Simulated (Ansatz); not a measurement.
The parent structure is MgS in the rock salt structure (space group Fm-3m, No. 225; a = 5.1820 Å).

Computed with DFT with PBEsol, PAW potentials and a 420 eV plane-wave cutoff in Ansatz (an electronic-structure program), spin-orbit coupling left out.

For the base:

The pressure is 0.00 GPa, the width of the top valence band comes out as 2.43 eV and the valley order is X along ⟨100⟩ 2.73 eV; Γ 3.69 eV. The hole mass is 0.25, 0.92, 0.92 mₑ (at Γ).

Modification: an isotropic linear strain of −1.50 %, atoms relaxed at fixed cell.

Estimate the effect on the pressure, width of the top valence band, valley order and hole mass.

The pressure goes from zero to 3.88 GPa; the width of the top valence band goes up by 0.13 eV, from 2.43 eV to 2.56 eV; the valley order (the lowest conduction-band minima on the path, energy above the VBM, named in the base's zone) goes from X along ⟨100⟩ 2.73 eV; Γ 3.69 eV to X along ⟨100⟩ 2.82 eV; Γ 4.06 eV; the hole mass (degenerate bands, along [100]) changes from 0.25, 0.92, 0.92 mₑ (at Γ) to 0.25, 0.87, 0.87 mₑ (at Γ).

The levels and masses belong to the bands next to the band gap. Effective masses come from finite differences of ±0.01 Å⁻¹. No phonon test of stability was made.
